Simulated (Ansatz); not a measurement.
SrO under load (space group R-3m), r2SCAN, rigid bands in Ansatz (a first-principles code). Condition of this run: biaxial stress in (111) of 1.8 GPa (compression positive) (the target of the relaxation). Band gap 3.77 eV, N_c = 3.27e19 cm⁻³ and N_v = 2.24e20 cm⁻³ at 300 K, conductivity masses of 0.512 mₑ (electrons) and 1.46 mₑ (holes). Take k_BT = 0.02585 eV.

### Question
A film of it is 5 nm thick. Estimate the confinement energies in an infinite well.

### Answer
ħ²π²/(2m t²) = 0.376 eV·nm²/(m/mₑ × t²) gives 29.4 meV for electrons and 10.3 meV for holes, so the gap would widen to about 3.81 eV. Finite barriers and nonparabolic bands lower this, and with several valleys or bands the heaviest mass along the normal sets the lowest level, not this average.

### Question
Find the intrinsic carrier density and the intrinsic Fermi level.

### Answer
n_i = √(N_c N_v) exp(−E_g/2k_BT) = 8.56e19 × exp(−72.92) = 1.8e-12 cm⁻³. The level lies (k_BT/2) ln(N_v/N_c) = 25 meV from mid-gap (positive towards the conduction band). Each 0.1 eV added to the gap lowers n_i by a factor of 6.9.

### Question
What thermal injection velocity √(2k_BT/πm) limits a ballistic channel?

### Answer
7.52e6 cm/s for electrons and 4.45e6 cm/s for holes, a ratio of √(m_h/m_e) = 1.69, for dilute carriers.

Rigid bands with the computed gap; masses take one relaxation time for all states. Spin-orbit coupling is left out; where it splits the top of the valence band, N_v and the p-type Seebeck coefficient come out somewhat high without it. Geometry: cell and atoms relaxed with PBEsol.
